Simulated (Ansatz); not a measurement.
Terminations of the (111) surface of fcc Rh, measured from the surface 'clean 1x1'. Atoms come from or go to: Ag: fcc Ag, Au: fcc Au, Cu: fcc Cu, Ge: germanium, In: tetragonal indium, Mg: hcp Mg, Mn: fcc-type Mn, layered antiferromagnet, Nb: bcc Nb, Rh: fcc Rh, Te: trigonal Te, Y: hcp Y. ΔE is the energy of forming the row's surface from that one (negative: more stable at these reservoirs); the vacuum level's shift is aligned on the shared bottom. No zero-point or thermal terms. These are constructed structures in small cells; real faces may alloy, dewet or reconstruct in larger ones, and not all known structures of the face are among them. Slabs of about 11 Å, Fermi-Dirac smearing of 0.1 eV. Bottom of the slabs: a bare face, its two planes held. Relaxed from the named starts with such symmetry as they have, on meshes of like density; energies extrapolated to zero smearing; spin only where a row says so; no spin-orbit coupling, no U. Brackets mark spin-polarised runs, whose order is one that fits the cell. A dash marks a value that is undefined for that row (no clear gap, or no work function of a gapped slab) or was not read reliably on its mesh.

These are PBE (plane waves to 420 eV, PAW; Ansatz, an electronic-structure program) values and carry that method's errors.

```
surface                                                                               atoms added per 1x1  ΔE per 1x1 (eV)  shift of the vacuum level (eV)  work function (eV)
-----------------------------------------------------------------------------------  --------------------  ---------------  ------------------------------  ------------------
a pseudomorphic layer of Mn in the other hollow [spin, 3.6 μB a cell]                               +1 Mn             0.22                           -0.85                4.31
a pseudomorphic layer of Au in the host's stacking                                                  +1 Au              ___                            0.03                5.17
a pseudomorphic layer of In in the other hollow                                                     +1 In              ___                           -1.50                3.65
one row in 3 of the top plane missing                                                           -0.333 Rh             0.33                           -0.46                4.68
a pseudomorphic layer of Nb in the host's stacking                                                  +1 Nb              ___                           -0.10                5.06
a layer of Ag in place of the second plane                                                   +1 Ag, -1 Rh             0.57                            0.33                5.48
a pseudomorphic layer of Cu in the host's stacking                                                  +1 Cu            -0.15                           -0.46                4.68
(√3x√3)R30° surface alloy, Y on one Rh site of the top plane                          -0.333 Rh, +0.333 Y            -0.82                           -2.11                3.04
a pseudomorphic layer of Mg in the host's stacking                                                  +1 Mg            -0.43                           -1.03                4.12
a layer of Ge in place of the second plane                                                   +1 Ge, -1 Rh              ___                           -0.50                4.59
(√3x√3)R30° surface alloy, Au on one Rh site of the top plane                        +0.333 Au, -0.333 Rh              ___                            0.10                5.25
(√3x√3)R30° layer of Te, one a cell, on the site that continues the host's stacking             +0.333 Te            -0.72                           -0.86                4.30
```

**Question.** Some entries are withheld; supply them.

**Answer.** 
- a pseudomorphic layer of Au in the host's stacking, ΔE per 1x1 (eV): -0.29
- a pseudomorphic layer of In in the other hollow, ΔE per 1x1 (eV): 0.16
- a pseudomorphic layer of Nb in the host's stacking, ΔE per 1x1 (eV): 0.15
- a layer of Ge in place of the second plane, ΔE per 1x1 (eV): -0.42
- (√3x√3)R30° surface alloy, Au on one Rh site of the top plane, ΔE per 1x1 (eV): -0.11
